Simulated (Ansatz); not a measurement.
Space group Fm-3m (No. 225); a = 5.602 Å, b = 5.602 Å, c = 5.602 Å, α = 90.00°, β = 90.00°, γ = 90.00°

```tsv
atom	site	symmetry	x	y	z
Na	4a	m-3m	0.0000	0.0000	0.0000
Cl	4b	m-3m	0.5000	0.5000	0.5000
```
(The calculation used a cell of 2 atoms; values per cell refer to that cell.)

Unless called populations, κ holds the coherence term between modes besides the Boltzmann populations.

### Question
Estimate the lattice thermal conductivity at 300 K from a three-phonon Boltzmann calculation with natural isotopes, PBEsol density-functional theory in Ansatz (plane waves, PAW) (third-order constants from a 54-atom supercell out to 5.9 Å, harmonic mesh 6×6×6, k mesh 6×6×6, scattering mesh 15×15×15).

### Answer
κ = 8.6 W/(m K). Four-phonon, boundary and defect scattering are left out; adding them would lower the computed value.

Computed at 300 K against measurement: lattice thermal conductivity 8.61 computed, 7.10 measured W/(m K) (+21 %; Cormac Toher, Corey Oses, Jose J. Plata et al., Physical Review Materials (2017), arXiv:1611.05714).  

The PAW data sets were generated under PBE and serve the other functionals too.

Ansatz is a quantum-chemistry and plane-wave program.
